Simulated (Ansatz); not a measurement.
## Effective masses and thermopower of CdS (P6_3mc)

Given:

```xyz
4
Lattice="4.1243 0.0000 0.0000 -2.0621 3.5717 0.0000 0.0000 0.0000 6.7092" Properties=species:S:1:pos:R:3 pbc="T T T"
Cd     2.0621     1.1906     3.3559
Cd     0.0000     2.3811     0.0013
S      2.0621     1.1906     5.8826
S      0.0000     2.3811     2.5280
```

Calculation: PBEsol with spin-orbit coupling, rigid bands (plane waves, PAW; Ansatz, a quantum-chemistry and plane-wave program). How the cell was made: cell and atoms relaxed with PBEsol.

```json
{
  "band_gap": "1.08 eV",
  "electron conductivity mass (300 K, dilute)": "0.136 (x), 0.136 (y), 0.127 (z) mₑ",
  "hole conductivity mass (300 K, dilute)": "1.17 (x), 1.17 (y), 1.51 (z) mₑ",
  "effective density of states N_c (300 K)": "1.2e18 cm⁻³",
  "effective density of states N_v (300 K)": "4.5e19 cm⁻³",
  "density_of_states_mass_electrons": "0.129 mₑ",
  "density_of_states_mass_holes": "1.49 mₑ",
  "Seebeck coefficient, n-type 1e19 cm⁻³, 300 K": "-82 μV/K",
  "best n-type power factor at 300 K for τ = 10 fs (best axis; densities from 1e16 to 1e21 cm⁻³ tried, whether or not they can be reached)": "1.44 μW/(cm·K²) at 3e18 cm⁻³",
  "Seebeck coefficient, p-type 1e19 cm⁻³, 300 K": "379 μV/K",
  "best p-type power factor at 300 K for τ = 10 fs (best axis; densities from 1e16 to 1e21 cm⁻³ tried, whether or not they can be reached)": "11.1 μW/(cm·K²) at 3e20 cm⁻³"
}
```

Rigid bands; masses and Seebeck coefficients take one relaxation time τ for all states and one kind of carrier; polarons and phonon drag are left out.
